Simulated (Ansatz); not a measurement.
Base system: GaN in the zinc blende structure (space group F-43m, No. 216; a = 4.549 Å).

Computed with Kohn–Sham DFT with the PBE functional, run in Ansatz (a first-principles code) with PAW and 420 eV plane waves, no SOC.

One change was made to it. Results:

The density increases by 0.45 g/cm³, from 5.91 g/cm³ to 6.36 g/cm³; the band gap rises by 0.47 eV, from 1.54 eV to 2.01 eV.

### Question
Which change produced these results?
(A) pressure 15 GPa
(B) pressure 0.9 GPa
(C) pressure −1 GPa
(D) pressure 2.1 GPa
(E) pressure 4.5 GPa

### Answer
A, pressure 15 GPa. For comparison, the band gap in the other runs: pressure 2.1 GPa gives 1.62 eV; pressure 0.9 GPa gives 1.57 eV; pressure −1 GPa gives 1.50 eV; pressure 4.5 GPa gives 1.70 eV.

Load acts through the strain it causes; cell and atoms are relaxed under it. No phonon test of stability was made. Tetrahedral semiconductors of this kind turn to denser phases somewhere between about 1 and 50 GPa; those were not computed, so compressed cells here can lie past the real transition. This is not the structure that GaN has at room temperature and ambient pressure.
